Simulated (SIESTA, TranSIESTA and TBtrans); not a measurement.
# junction of a Ir chain and a Ru chain

System: junction of a Ir chain and a Ru chain. Leads: Ir chain (spacing 2.3 Å) on the left, Ru chain (2.25 Å) on the right. Geometry: as built, not relaxed.

TranSIESTA and TBtrans, PBE, DZP numerical orbitals (energy shift 0.15 eV), PseudoDojo norm-conserving scalar-relativistic potentials, mesh cutoff 200 Ry, 300 K, spin-polarised (collinear), no spin-orbit coupling; self-consistent non-equilibrium Green functions.

```
Property                                                       Value
-------------------------------------------------------------  -----
Conductance at 300 K (G0 = 2e²/h)                               4.88
Mean T from −0.5 to 0.5 eV                                      4.69
Spin polarisation of the conductance, (up − down)/(up + down)  -0.19
```

Energies count from the leads' Fermi level. Transmissions are for each spin. The energy step is 0.02 eV; narrower resonances are cut or missed.

```tsv
E (eV)	T up	T down	lead channels up	down
-2.00	3.00	2.98	3	3
-1.90	3.00	2.98	3	3
-1.80	3.00	2.98	3	3
-1.70	3.18	2.99	band edge	3
-1.60	5.39	2.99	6	3
-1.50	5.50	2.99	6	3
-1.40	5.50	2.99	6	3
-1.30	5.53	2.99	6	3
-1.20	5.60	2.99	6	3
-1.10	5.67	3.43	6	4
-1.00	5.71	3.68	6	4
-0.90	5.70	3.76	6	4
-0.80	5.70	3.81	6	4
-0.70	5.71	3.85	6	4
-0.60	5.74	5.35	6	band edge
-0.50	5.71	5.62	6	6
-0.40	3.96	5.71	4	6
-0.30	3.95	5.76	4	6
-0.20	3.95	5.80	4	6
-0.10	3.95	5.82	4	6
0.00	3.94	5.83	4	6
0.10	3.93	5.79	4	6
0.20	3.91	5.65	4	6
0.30	3.89	3.92	4	4
0.40	3.86	3.88	4	4
0.50	3.81	3.87	4	4
0.60	3.66	3.86	4	4
0.70	2.99	3.84	3	4
0.80	2.99	3.81	3	4
0.90	2.99	3.77	3	4
1.00	2.98	3.70	3	4
1.10	2.98	3.54	3	4
1.20	2.97	2.96	3	3
1.30	2.96	2.95	3	3
1.40	2.95	2.94	3	3
1.50	2.91	2.92	3	3
1.60	2.78	2.90	3	3
1.70	1.02	2.86	1	3
1.80	1.00	2.79	1	3
1.90	1.00	2.65	1	3
2.00	1.00	2.15	1	3
```

The magnetic order of the leads was set by the start, and no other order was tried; the separate lead runs end at 0.77 (left) and 1.33 (right) μB an atom. The straight chain is held at its spacing; free chains may zigzag or dimerise. Spin-orbit coupling, left out here, matters for the heavy atoms.
